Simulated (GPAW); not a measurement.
## Equation of state of hcp Mg (space group 194): energy against volume (GPAW, LDA)

```yaml
crystal:
  lattice:
    - [3.08515, 0.00000, 0.00000]
    - [-1.54258, 2.67182, 0.00000]
    - [0.00000, 0.00000, 5.00737]
  atoms:
    - { symbol: Mg, position: [0.66667, 0.33333, 0.75000] }
    - { symbol: Mg, position: [0.33333, 0.66667, 0.25000] }
```

Method of the run: LDA (Perdew-Wang 92), GPAW PAW datasets LDA (gpaw-data 1.0.1) (plane waves; GPAW). Settings: mode = pw; ecut = 780 eV; xc = LDA; kpts = 21 21 12; mesh shift (steps) = 0 0 0; occupations.name = fermi-dirac; occupations.width = 0.05 eV; nbands = -6; convergence.density = 1e-05 e/electron; symmetry.symmorphic = false; symmetry.tolerance = 0.0005; maxiter = 120. The cell above is the first row's. The rows scale it uniformly. In all rows fractional positions and the k mesh are held. E is the free energy at the stated smearing, counted from the lowest row.

```
V (Å^3/atom)  E (meV/atom)
------------  ------------
20.638                5.85
21.086                1.62
21.535                0.00
21.984                0.74
22.432                3.61
22.881                8.39
23.330               14.88
23.778               22.93
24.227                   ?
```

Taking the third-order Birch-Murnaghan form, a cubic in V^(-2/3) for E over the 8 complete rows: With u = V^(-2/3) - 0.127, the rows have u = 0.005909, 0.004020, 0.002192, 0.000427, -0.001275, -0.002925, -0.004522, -0.006066. Least squares gives E = 1.265 - 1373.4·u + 363032·u² + 119891·u³. Residuals (row less fit): 0.000, 0.002, 0.000, -0.005, 0.004, 0.005, -0.008, 0.002; standard error 0.006 (degrees of freedom: 4). Its minimum lies at u = 0.001890, so V0 = (0.128890)^(-3/2) = 21.61. There d²E/du² = 727400 and d³E/du³ = 719300, so B0 = (4/9) × 21.61^(-7/3) × 727400 × 0.160218 = 39.8 GPa (the last factor turns the table's units into GPa), and B0' = 4 + (2/3) × 0.128890 × (719300)/727400 = 4.1. The program's pressures in the fitted runs (not shown) pass through zero at V = 21.61, 0.01 % from this V0.

Problem. Predict the withheld E at V = 24.227 from the fit, and compare with the calculation.

Solution. u = -0.007564, so E = 1.265 - 1373.4 × (-0.007564) + 363032 × (-0.007564)² + 119891 × (-0.007564)³ = 32.372 meV/atom. The calculation gives 32.36 meV/atom, 0.012 meV/atom below the prediction (under 0.05 % of the range of E in the table). The row lies outside the fitted rows, so this is an extrapolation. From the scatter of the fitted rows alone, a prediction at this place has a standard error of 0.014 meV/atom, so the miss is 0.9 times that.

Carrying the step between the two nearest rows on in a straight line would have given 31.00, off by 1.36; series whose last step already gives the withheld value aren't shown. The scan was laid around a cell of about the measured size, scaled by a guess for this functional; axis ratios and inner coordinates come from that cell. The runs keep the symmetry of the cell, so they don't test it for distortions. The shape of the cell and the inner coordinates aren't relaxed, so V0 and B0 belong to this uniform scaling; a relaxed crystal lies no higher in energy and is usually softer. Cutoffs and mesh are single choices, not tested for convergence of this quantity. Series with a scatter that would blur these digits, or in which a gap closes, are not shown. Nor are scans whose minimum lies at an end fitted in this form.
